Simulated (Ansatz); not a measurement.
Consider HfO2 in the rutile structure (space group P4_2/mnm, No. 136; a = 4.830 Å, c = 3.210 Å; a cell from a computed database, its experimental status unchecked).

Perturbation: cell and atoms relaxed at a pressure of 10 GPa.

Levels (all Ansatz, a first-principles code, PAW): PBEsol (420 eV, spin-orbit coupling left out); PBEsol+SOC (420 eV, noncollinear with spin-orbit coupling).

The geometry is relaxed with PBEsol.

- PBEsol width of the top valence band = 1.31 eV
- PBEsol electron mass = 0.60 mₑ along c, 0.76 mₑ across (at Γ)
- PBEsol band gap = 4.03 eV
- PBEsol valence-band top at Γ = 0.00, -0.35, -0.35 eV

Q: How does going to PBEsol+SOC change the width of the top valence band, electron mass, band gap and valence-band top at Γ?

A: The width of the top valence band falls by 0.07 eV to 1.24 eV; the electron mass changes from 0.60 mₑ along c, 0.76 mₑ across (at Γ) to 0.61 mₑ along c, 0.76 mₑ across (at Γ); the band gap stays essentially unchanged (4.03 eV against 4.02 eV); the valence-band top at Γ (three highest Kramers pairs, from the VBM) changes from 0.00, -0.35, -0.35 eV to 0.00, -0.31, -0.37 eV.

Single points use the geometry relaxed with PBEsol. Differences between runs with and without spin-orbit coupling are approximate. Spin-orbit coupling, missing from the scalar runs, can matter with Hf. Load acts through the strain it causes; cell and atoms are relaxed under it. Effective masses come from finite differences of ±0.01 Å⁻¹. Stability against distortions was not tested. No other phases were tried under pressure. This is not the structure that HfO2 has at room temperature and ambient pressure.
